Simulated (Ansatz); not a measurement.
Functionals compared on the (31-43) surface of hcp Zn in its 1x1 cell, outermost plane spacing 0.10 Å in the ideal cut, in Ansatz (plane waves, PAW). The structure was relaxed with PBE; the other rows are single points on it, each with its references at the same level. Cutoff 420 eV (500 eV for r2SCAN).

Slab: 36 atoms, 10.2 Å thick at the start (thin: gaps and levels are the slab's own); k 7x4x1, smearing 0.1 eV, dipole-corrected; all atoms relaxed; symmetry of the start imposed; no spin, no spin-orbit, no U. These notes are the PBE run's.

```
functional  surface energy (J/m²)  work function of the top face (eV)          rough cost of the single point
----------  ---------------------  ----------------------------------  --------------------------------------
PBE                          0.80                                4.16                                       –
LDA                          1.15                                4.46  about 21 core-minutes (a rough figure)
PBEsol                       1.06                                4.25            very roughly 19 core-minutes
RPBE                         0.63                                4.02            very roughly 11 core-minutes
r2SCAN                       1.01                                4.24  about 25 core-minutes (a rough figure)
```

Ansatz is a first-principles code.
